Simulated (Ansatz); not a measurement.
# How the equilibrium volume per atom of BaSi₂ (model structure, started from the CrSi2 type, P6₂22, No. 180, 9 atoms in the cell) moves with the method

No measured value is used here.

| level (code) | value (Å³/atom) |
|---|---|
| PBE (Ansatz) | 29.53 |
| PBEsol (Ansatz) | (withheld) |
| PBE-D3(BJ) (Ansatz) | 28.11 |

**Question.** Fill in the missing entries.

**Answer.** 
- PBEsol (Ansatz, a first-principles code), value (Å³/atom): 28.02

Ansatz's density-functional and Hartree–Fock values are scalar-relativistic unless marked +SOC, with PAW data made under PBE.

A model structure was made by putting elements into a prototype or built by hand; it is no filed structure, need not be a known phase, and can be a saddle point held by its symmetry.
